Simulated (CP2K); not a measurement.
Worked example: self-consistent single point of BaTe (Fm-3m, 2 atoms in the cell) in CP2K.

Method of the run: PBE, GPW, DZVP-MOLOPT-SR-GTH basis, GTH-PBE potentials (GTH_POTENTIALS) in CP2K.

```yaml
crystal:
  lattice:
    - [4.90248, 0.00000, 0.00000]
    - [2.45124, 4.24567, 0.00000]
    - [2.45124, 1.41522, 4.00286]
  atoms:
    - { symbol: Ba, position: [0.00000, 0.00000, 0.00000] }
    - { symbol: Te, position: [0.50000, 0.50000, 0.50000] }
```

Reference input (self-consistent single point, DFT PBE, GPW, DZVP-MOLOPT-SR-GTH basis, GTH-PBE potentials (GTH_POTENTIALS)): CUTOFF = 500 Ry; REL_CUTOFF = 40 Ry; SMEAR/METHOD = FERMI_DIRAC; ELECTRONIC_TEMPERATURE = 580.23 K; KPOINTS/SCHEME = MONKHORST-PACK 6 6 6; GAMMA_CENTERED = T; XC_FUNCTIONAL = PBE; Ba/BASIS_SET = DZVP-MOLOPT-SR-GTH-q10; Ba/POTENTIAL = GTH-PBE-q10; Te/BASIS_SET = DZVP-MOLOPT-SR-GTH-q6; Te/POTENTIAL = GTH-PBE-q6; METHOD = GPW. This run's input differs from it in these lines:

```diff
@@ -40,4 +40,3 @@
     &KPOINTS
-      SCHEME MONKHORST-PACK 6 6 6
-      GAMMA_CENTERED T
+      SCHEME MONKHORST-PACK 5 5 5
     &END KPOINTS
```

Log, with long lists cut:

```
 SCF WAVEFUNCTION OPTIMIZATION

  Step     Update method      Time    Convergence         Total energy    Change
     1 NoMix/Diag. 0.30E+00      -     1.87168699       -33.9180676687 -3.39E+01
     2 Broy./Diag. 0.30E+00      -     0.01578931       -33.5495584891  3.69E-01
     3 Broy./Diag. 0.30E+00      -     0.08904093       -33.5946066394 -4.50E-02
     4 Broy./Diag. 0.30E+00      -     0.00695035       -33.7167905014 -1.22E-01
     5 Broy./Diag. 0.30E+00      -     0.00580324       -33.7604473814 -4.37E-02
     6 Broy./Diag. 0.30E+00      -     0.00117326       -33.7659520858 -5.50E-03
   [... 3 lines left out ...]
    10 Broy./Diag. 0.30E+00      -     0.00019507       -33.7672126197 -1.48E-03
    11 Broy./Diag. 0.30E+00      -     0.00000516       -33.7675226625 -3.10E-04
    12 Broy./Diag. 0.30E+00      -     0.00000620       -33.7676223378 -9.97E-05
    13 Broy./Diag. 0.30E+00      -     0.00000046       -33.7676419927 -1.97E-05
  *** SCF run converged in    13 steps ***

  Overlap energy of the core charge distribution:               0.00000000000001
  Self energy of the core charge distribution:                -69.90136321765598
  Core Hamiltonian energy:                                     13.92542032106861
  Hartree energy:                                              27.81128976655019
  Exchange-correlation energy:                                 -5.60298886269300
  Electronic entropic energy:                                  -0.00000000000288
  Fermi energy:                                                 0.19953451780660

  Total energy:                                               -33.76764199273306
  Total energy (extrapolated to T->0):                        -33.76764199273162

   [... lines left out ...]

 STRESS| Analytical stress tensor [bar]
 STRESS|                        x                   y                   z
 STRESS|      x        2.84995756918E+04   9.98731836706E-01   7.06291952663E-01
 STRESS|      y        9.98731836706E-01   2.84985916890E+04   3.64336128328E-01
 STRESS|      z        7.06291952663E-01   3.64336128328E-01   2.84983323579E+04
 STRESS| 1/3 Trace                                             2.84988332462E+04
```

The run converged in 13 iterations. Against the reference run the free energy stays essentially unchanged (within 1 meV/atom), the pressure moves little (2.84 to 2.85 GPa) and the gap on the mesh goes from 2.025 to 2.140 eV.

The starting cell comes from a database of computed structures (which also holds hypothetical and non-ambient phases and stackings), without a prior relaxation at this level. Its lattice was rescaled by a random factor within 2.5 % of one. Spin-orbit coupling is off. Values carry the incompleteness of an atom-centred basis. Another mesh or the band path of this cell gives a smaller gap, so this value is not converged in the mesh.
